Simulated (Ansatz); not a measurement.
Antifluorite Be2C, treated with PBE-D3(BJ) (plane waves, PAW; Ansatz, a first-principles code).

The run printed, among other lines:

```
Crystal: 3 atoms, lattice volume = 19.524 Å³
Basis set: ecut = 520 eV, 531 PW (Γ), exchange–correlation on 48×48×48 points (8 copies of the dense FFT grid, shifted against one another)
Bands: 8, of which v1, the nominal top of the filled ones, is band 4 counted from 1 (3 counted from 0)
Symmetry: 48 space group operations
Space group: Fm-3m (ITA 225), of the structure as read, at distance tolerance 2.7e-5 Å
k-points: 104 of 2744
Functional: x = pbe(κ = 0.804, μ = 0.2195149727645171), c = pbe(β = 0.06672455060314922)
SCF iter   1: F=—  HF=-438.130264 eV  |F-HF|=—  |Δ(HF+E_count)|=         —  Δρ=8.74e-4  dr2=2.28e-5
SCF iter   2: F=—  HF=-438.130507 eV  |F-HF|=—  |Δ(HF+E_count)|=   2.43e-4  Δρ=4.42e-4  dr2=8.47e-6
  ...
SCF iter   5: F=—  HF=-438.130479 eV  |F-HF|=—  |Δ(HF+E_count)|=   4.89e-7  Δρ=3.34e-6  dr2=1.41e-9
SCF iter   6: F=-438.130479 eV  HF=-438.130479 eV  |F-HF|=1.14e-13  |Δ(HF+E_count)|=  4.76e-10  Δρ=2.28e-7  dr2=6.49e-12
SCF 1 converged in 6 iterations: F = -438.130479 eV  dr2 = 6.49e-12
SCF converged after 6 iterations
Free energy (F): -438.130479 eV
Internal energy: -438.130479 eV  (E = F + TS)
E sigma→0 (E₀):  -438.130479 eV
Fermi energy:    10.627744 eV
--- Stress (GPa, compression-positive) ---
        0.000196       0.000000      -0.000000
        0.000000       0.000196      -0.000000
       -0.000000      -0.000000       0.000196
  P = ⅓ Tr σ = 0.0002 GPa (0.002 kbar)
```

Q: Write an input file that could have produced this run (the log leaves some choices open).

A: This is not unique; one that fits is 
Ansatz 0.2 input:
```yaml
crystal:
  lattice:
    - [0.0, 2.1371916346, 2.1371916346]
    - [2.1371916346, 0.0, 2.1371916346]
    - [2.1371916346, 2.1371916346, 0.0]
  atoms:
    - { symbol: Be, position: [0.25, 0.25, 0.25] }
    - { symbol: Be, position: [0.75, 0.75, 0.75] }
    - { symbol: C, position: [0.0, 0.0, 0.0] }
basis:
  ecutwfc: 520
  ecutrho_ratio: 4
  xc_grid: 2
kpoints:
  mp_grid: { grid: [14, 14, 14] }
  band_path:
    path:
      - [0.0, 0.0, 0.0]
      - [0.033333, 0.0, 0.033333]
      - [0.066667, 0.0, 0.066667]
      - [0.1, 0.0, 0.1]
      - [0.133333, 0.0, 0.133333]
      - [0.166667, 0.0, 0.166667]
      - [0.2, 0.0, 0.2]
      - [0.233333, 0.0, 0.233333]
      - [0.266667, 0.0, 0.266667]
      - [0.3, 0.0, 0.3]
      - [0.333333, 0.0, 0.333333]
      - [0.366667, 0.0, 0.366667]
      - [0.4, 0.0, 0.4]
      - [0.433333, 0.0, 0.433333]
      - [0.466667, 0.0, 0.466667]
      - [0.5, 0.0, 0.5]
      - [0.53125, 0.0625, 0.53125]
      - [0.5625, 0.125, 0.5625]
      - [0.59375, 0.1875, 0.59375]
      - [0.625, 0.25, 0.625]
      - [0.375, 0.375, 0.75]
      - [0.351562, 0.351562, 0.703125]
      - [0.328125, 0.328125, 0.65625]
      - [0.304688, 0.304688, 0.609375]
      - [0.28125, 0.28125, 0.5625]
      - [0.257812, 0.257812, 0.515625]
      - [0.234375, 0.234375, 0.46875]
      - [0.210938, 0.210938, 0.421875]
      - [0.1875, 0.1875, 0.375]
      - [0.164062, 0.164062, 0.328125]
      - [0.140625, 0.140625, 0.28125]
      - [0.117188, 0.117188, 0.234375]
      - [0.09375, 0.09375, 0.1875]
      - [0.070312, 0.070312, 0.140625]
      - [0.046875, 0.046875, 0.09375]
      - [0.023438, 0.023438, 0.046875]
      - [0.038462, 0.038462, 0.038462]
      - [0.076923, 0.076923, 0.076923]
      - [0.115385, 0.115385, 0.115385]
      - [0.153846, 0.153846, 0.153846]
      - [0.192308, 0.192308, 0.192308]
      - [0.230769, 0.230769, 0.230769]
      - [0.269231, 0.269231, 0.269231]
      - [0.307692, 0.307692, 0.307692]
      - [0.346154, 0.346154, 0.346154]
      - [0.384615, 0.384615, 0.384615]
      - [0.423077, 0.423077, 0.423077]
      - [0.461538, 0.461538, 0.461538]
      - [0.5, 0.5, 0.5]
      - [0.5, 0.475, 0.525]
      - [0.5, 0.45, 0.55]
      - [0.5, 0.425, 0.575]
      - [0.5, 0.4, 0.6]
      - [0.5, 0.375, 0.625]
      - [0.5, 0.35, 0.65]
      - [0.5, 0.325, 0.675]
      - [0.5, 0.3, 0.7]
      - [0.5, 0.275, 0.725]
      - [0.5, 0.25, 0.75]
      - [0.5, 0.214286, 0.714286]
      - [0.5, 0.178571, 0.678571]
      - [0.5, 0.142857, 0.642857]
      - [0.5, 0.107143, 0.607143]
      - [0.5, 0.071429, 0.571429]
      - [0.5, 0.035714, 0.535714]
    npoints: 1
hamiltonian:
  xc: pbe
  dispersion: d3bj
  pseudopotentials: { kind: paw }
scf:
  occupations: { method: fermi_dirac, width: 0.01 }
  convergence: { dr2_threshold: 0.0000000003 }
output:
  forces: true
  stress: true
  eigenvalues: true
  write_bands: true
```
